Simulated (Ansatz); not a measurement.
Tunnelling through a barrier is set by its complex band structure: the current falls as exp(−2κd) with the smallest κ.

Consider the following.

```
CELL_PARAMETERS angstrom
      3.52817     0.00000     0.00000
      0.00000     3.52817     0.00000
      0.00000     0.00000     5.12066
ATOMIC_POSITIONS crystal
  Zr 0.00000 0.00000 0.00000
  Zr 0.50000 0.50000 0.50000
  O  0.00000 0.50000 0.30177
  O  0.00000 0.50000 0.80177
  O  0.50000 0.00000 0.19823
  O  0.50000 0.00000 0.69823
```

Space group of this cell: P4_2/nmc. The cell is strained (all lengths scaled by 0.98); by r2SCAN its mean pressure is 16.9 GPa.

Transport runs along the normal of the first two printed cell vectors, the (001) plane of the conventional cell.

No gap correction and no spin-orbit coupling; mid-gap values are interpolated between computed energies.

**Question.** Give the band gap and the smallest decay constant κ at mid-gap that r2SCAN (Ansatz, a quantum-chemistry and plane-wave program) yields.

**Answer.** Gap 4.80 eV on a 8×8×6 mesh; κ = 0.402 1/Å, at the zone centre.
